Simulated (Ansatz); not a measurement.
Start from ZrB2 (space group P6/mmm, No. 191; relaxed with 0.1 eV smearing).

```
ZrB2
1.0
    3.15522     0.00000     0.00000
   -1.57761     2.73250     0.00000
    0.00000     0.00000     3.50621
Zr B
1 2
Direct
  0.00000   0.00000   0.00000
  0.66667   0.33333   0.50000
  0.33333   0.66667   0.50000
```

Cartesian axes are those of the cell as printed.

Calculations: PBEsol (Ansatz, a quantum-chemistry and plane-wave program; PAW; 420 eV plane waves; without spin-orbit coupling).

Before the change:

```
Quantity                         Value
-----------------------------  -------
Shortest interatomic distance  1.822 Å
```

The change: the cell is stretched by 2.00 % along z with no lateral relaxation; the atoms relax in the strained cell.

### Question
Predict the new shortest interatomic distance and stress.

### Answer
The shortest interatomic distance stays 1.822 Å; the stress (xx, yy, zz, yz, xz, xy; compression positive) amounts to (-2.4, -2.4, -8.6, 0.0, 0.0, 0.0) GPa.

Whether these cells are dynamically stable was not tested. All final runs are without spin polarisation.
